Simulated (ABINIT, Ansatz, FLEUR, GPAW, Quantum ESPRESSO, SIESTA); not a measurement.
## Code comparison for NiO2 (P-3m1, 3 atoms in the cell)

Self-consistent single point.

```yaml
crystal:
  lattice:
    - [2.72993, 0.00000, 0.00000]
    - [-1.36496, 2.36419, 0.00000]
    - [0.00000, 0.00000, 4.50466]
  atoms:
    - { symbol: Ni, position: [0.00000, 0.00000, 0.50000] }
    - { symbol: O, position: [0.66667, 0.33333, 0.70604] }
    - { symbol: O, position: [0.33333, 0.66667, 0.29396] }
```

Shared settings, as Ansatz (an electronic-structure program) writes them: kpoints.mp_grid.grid = 11 11 6; scf.occupations.method = fixed. Potentials and cutoffs stand in the table.

| code | model | pressure (GPa) | largest force (eV/Å) | gap on the mesh (eV) | cutoff |
|---|---|---|---|---|---|
| Ansatz | LDA (PW92)+U, PAW files made with PBE | 3.12 | 0.254 | 1.453 | default |
| FLEUR | LDA (Perdew-Zunger)+U, all-electron FLAPW (FLEUR), scalar-relativistic valence | – | – | 1.549 | Kmax 4.8 1/bohr |
| ABINIT | LDA (PW92)+U, PAW (JTH v2.0 LDA PAW) | -1.80 | 0.296 | 1.572 | 60 Ry |
| Quantum ESPRESSO | LDA (PZ)+U, GBRV 1.5 ultrasoft (LDA) pseudopotentials | 5.68 | 0.392 | 1.534 | 50 Ry |
| SIESTA | LDA PW92+U, numerical atomic orbitals DZP, PseudoDojo LDA standard norm-conserving potentials (rewritten from UPF to PSML) | 5.25 | 0.741 | 1.456 | grid 300 Ry |
| GPAW | LDA (Perdew-Wang 92)+U, GPAW PAW datasets LDA (gpaw-data 1.0.1) | – | 0.213 | 1.612 | 950 eV |

Hubbard term: [{species: Ni, l: d, u_eff: 4.0}] eV.

A dash marks a value that a program does not give, or that is left out as unsure.

Gaps are read on the mesh.

On Ansatz's run: spin polarisation is off. The U value is a test value, and with U on an open shell several self-consistent states can exist.

The spread over the programs that give each value: pressure within 7.48 GPa; largest force within 0.528 eV/Å; gap on the mesh within 0.159 eV.

SIESTA uses small atom-centred bases, whose incompleteness enters pressures, forces and empty levels differently from a plane-wave cutoff. FLEUR treats all electrons, but the usual bases taken here (sphere radii, linearisation, local orbitals, empty states) were not tested for convergence, so the values are no reference for the others. Ansatz's pressure is given at a fixed set of plane waves, as the other plane-wave codes print theirs; with its correction for the finite basis it is 3.89 GPa (the shift of 0.76 GPa shows how far the cutoff is from converged). The pressure of GPAW is left out: its cutoff lies under the one at which its stress was checked. The same LDA comes in different parametrisations, which differ slightly. The same U acts on different projectors in each program, which moves gaps, moments and pressures. In the force vectors, Quantum ESPRESSO (by 0.116) and SIESTA (by 0.466) lie more than 0.08 eV/Å from the median of the plane-wave programs.

The starting cell comes from a database of computed structures (which also holds hypothetical and non-ambient phases and stackings), without a prior relaxation at this level. Its lattice was rescaled by a random factor within 2.5 % of one.

Keys are those of Ansatz 0.2.
